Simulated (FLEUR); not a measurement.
# Energy against c/a at fixed volume: hcp Ti (space group 194) (FLEUR, PBE)

```
CELL_PARAMETERS angstrom
      2.98031     0.00000     0.00000
     -1.49016     2.58103     0.00000
      0.00000     0.00000     4.53897
ATOMIC_POSITIONS crystal
  Ti 0.66667 0.33333 0.75000
  Ti 0.33333 0.66667 0.25000
```

Method of the run: PBE, all-electron FLAPW (FLEUR), scalar-relativistic valence run with FLEUR. Settings: Kmax = 4.56 1/bohr; GmaxXC = 16 1/bohr; xcFunctional = pbe; jspins = 1; l_soc = F; mode = hist; fermiSmearingEnergy = 0.00183747 Htr; mesh (inpgen div1-3) = 26 26 14; inpgen gamma flag = true; Gmax = 16 1/bohr; numbands = 0; maxIterBroyd = 15; imix = Anderson; alpha = 0.05; precondParam = 0; minDistance = 1e-05 me/bohr^3. The cell above is the first row's. The rows change c/a at fixed volume. In all rows fractional positions and the k mesh are held. E is the free energy at the stated smearing, counted from the lowest row.

| c/a | E (meV/atom) |
|---|---|
| 1.5230 | 6.39 |
| 1.5388 | 3.47 |
| 1.5547 | 1.45 |
| 1.5706 | 0.30 |
| 1.5864 | 0.00 |
| 1.6023 | 0.52 |
| 1.6182 | 1.86 |
| 1.6340 | 3.97 |
| 1.6499 | ? |

Question: Using a cubic, estimate the missing E at c/a = 1.6499 from the other rows, showing the fit.

Answer: With u = c/a - 1.58, the rows have u = -0.05700, -0.04120, -0.02530, -0.00940, 0.00640, 0.02230, 0.03820, 0.05400. Least squares gives E = 0.018 - 13.87·u + 1662.8·u² - 946·u³. Residuals (row less fit): 0.004, -0.008, 0.001, 0.004, 0.003, -0.005, -0.002, 0.001; standard error 0.006 (degrees of freedom: 4). The fitted curve has its minimum at c/a = 1.58, where E = -0.01. To one more digit the minimum is at c/a = 1.584; the ideal close-packed ratio is 1.633. At the withheld row, u = 0.06990, so E = 0.018 - 13.87 × 0.06990 + 1662.8 × 0.06990² - 946 × 0.06990³ = 6.850 meV/atom. The calculation gives 6.82 meV/atom, 0.030 meV/atom below the prediction (0.4 % of the range of E in the table). The row lies outside the fitted rows, so this is an extrapolation. From the scatter of the fitted rows alone, a prediction at this place has a standard error of 0.016 meV/atom, so the miss is 1.9 times that.

Carrying the step between the two nearest rows on in a straight line would have given 6.09, off by 0.73; series whose last step already gives the withheld value aren't shown. The reference cell has the volume at which an earlier scan in this program and functional put its minimum by a fit (its basis settings may differ); axis ratios and inner coordinates come from a measured-size cell. The runs keep the symmetry of the cell, so they don't test it for distortions. The best c/a moves a little with volume. Spin polarisation is off. Values depend on the basis (sphere radii, cutoffs, local orbitals), which need not be converged. In metals such curves are sensitive to mesh and smearing. Cutoffs and mesh are single choices, not tested for convergence of this quantity. Series with a scatter that would blur these digits, or in which a gap closes, are not shown. Strain series were run only where this level's volume lies within 10 % of a first guess from the measured size.
